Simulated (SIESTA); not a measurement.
Band structure of FeCo (Pm-3m, 2 atoms in the cell).

```
FeCo
1.0
    2.83903     0.00000     0.00000
    0.00000     2.83903     0.00000
    0.00000     0.00000     2.83903
Fe Co
1 1
Cartesian
  0.00000   0.00000   0.00000
  1.41952   1.41952   1.41952
```
Moments meant for the start (each program seeds them in its own way; μB, in the order of the atoms Fe Co): 4.0 3.0.

Method of the run: GGA PBE, numerical atomic orbitals DZP, PseudoDojo PBE standard norm-conserving potentials (rewritten from UPF to PSML) (SIESTA 5.4.2).

Settings: XC.functional = GGA; XC.authors = PBE; potentials = PseudoDojo PBE standard; PAO.BasisSize = DZP; PAO.EnergyShift = 0.01 Ry; MeshCutoff = 300 Ry; kgrid.MonkhorstPack = 15 15 15; OccupationFunction = MP; OccupationMPOrder = 0; ElectronicTemperature = 0.2 eV; Spin = polarized; DM.InitSpin = [1 +4.00, 2 +3.00]; MaxSCFIterations = 150; SCF.Mixer.Method = Pulay.

The starting cell comes from a database of computed structures (which also holds hypothetical and non-ambient phases and stackings), without a prior relaxation at this level. The magnetic order is the one reached from the typed start; others were not searched systematically. Values carry the incompleteness of an atom-centred basis.

Levels in eV from the Fermi level, bands 16 to 21 of the first spin channel:
```tsv
point	16	17	18	19	20	21
Γ	-2.17	-1.02	-1.02	-1.02	9.68	9.68
X	-2.67	-2.28	-2.05	-0.99	-0.80	16.78
M	-1.97	-0.77	-0.77	-0.36	-0.36	6.22
R	-2.01	-1.94	-1.94	7.75	7.75	7.75
```

Bands cross the Fermi level along this path, so the cell is metallic at this level.

Higher empty bands are left out: an atom-centred basis made for the valence describes them poorly.

The net moment of the cell came out as 4.59 μB.
